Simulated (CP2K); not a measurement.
Band structure of YAu (Cmcm, 4 atoms in the cell).

```xyz
4
Lattice="5.7837 0.0000 0.0000 -4.5706 3.5441 0.0000 0.0000 0.0000 4.6412" Properties=species:S:1:pos:R:3 pbc="T T T"
Y      4.3501     0.4907     3.4809
Y     -3.1370     3.0534     1.1603
Au     1.5086     1.4633     3.4809
Au    -0.2955     2.0808     1.1603
```

Method of the run: PBEsol, GPW, DZVP-MOLOPT-SR-GTH basis, GTH-PBE potentials (GTH_POTENTIALS) (CP2K).

Settings: CUTOFF = 500 Ry; REL_CUTOFF = 40 Ry; SMEAR/METHOD = FERMI_DIRAC; ELECTRONIC_TEMPERATURE = 1160.45 K; KPOINTS/SCHEME = MONKHORST-PACK 6 6 5; GAMMA_CENTERED = T; XC_FUNCTIONAL = PBE:PBESOL; Y/BASIS_SET = DZVP-MOLOPT-SR-GTH-q11; Y/POTENTIAL = GTH-PBE-q11; Au/BASIS_SET = DZVP-MOLOPT-SR-GTH-q11; Au/POTENTIAL = GTH-PBE-q11; METHOD = GPW; EPS_DEFAULT = 1e-10; EXTRAPOLATION = USE_GUESS.

The starting cell comes from a database of computed structures (which also holds hypothetical and non-ambient phases and stackings), without a prior relaxation at this level. Spin-orbit coupling is off. Values carry the incompleteness of an atom-centred basis. The potentials were made for another functional than the one used.

Levels in eV from the Fermi level, bands 19 to 24:
```
point     19     20     21     22     23    24
-----  -----  -----  -----  -----  -----  ----
Γ      -3.96  -3.23  -0.39   0.76   0.97  1.51
X      -3.79  -2.39  -2.30  -0.83  -0.35  0.53
S      -3.58  -3.02  -1.20  -1.09  -0.77  0.21
R      -3.32  -3.32  -0.60  -0.60   0.24  0.24
A      -3.30  -3.30  -0.69  -0.69   0.10  0.10
Z      -4.03  -4.03  -0.57  -0.57   0.65  0.65
Y      -4.21  -4.20  -0.12   0.37   0.77  1.23
X1     -3.79  -2.39  -2.30  -0.83  -0.35  0.53
A1     -3.30  -3.30  -0.69  -0.69   0.10  0.10
T      -3.84  -3.84  -2.35  -2.35   1.34  1.34
```

Bands cross the Fermi level along this path, so the cell is metallic at this level.

Higher empty bands are left out: an atom-centred basis made for the valence describes them poorly.
